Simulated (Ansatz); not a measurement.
Start from MgO in the rock salt structure (space group Fm-3m, No. 225; a = 4.1592 Å).

Level of theory: DFT with LDA, PAW potentials and a 420 eV plane-wave cutoff in Ansatz (a quantum-chemistry and plane-wave program), no spin-orbit coupling.

One change was made to it. Results:

```csv
quantity,base,after
volume per atom,8.99 Å³,8.89 Å³
band gap,5.03 eV,5.16 eV
electron mass,0.36 mₑ (at Γ),0.37 mₑ (at Γ)
```

**Question.** What was done to the base?
A. pressure −1 GPa
B. pressure 22.5 GPa
C. pressure 2.1 GPa
D. pressure 9 GPa
E. pressure 4.5 GPa

**Answer.** C, pressure 2.1 GPa. For comparison, the band gap in the other runs: pressure 4.5 GPa gives 5.29 eV; pressure −1 GPa gives 4.98 eV; pressure 22.5 GPa gives 6.18 eV; pressure 9 GPa gives 5.53 eV.

Load acts through the strain it causes; cell and atoms are relaxed under it. Effective masses come from finite differences of ±0.01 Å⁻¹. No phonon test of stability was made. No other phases were tried under pressure.
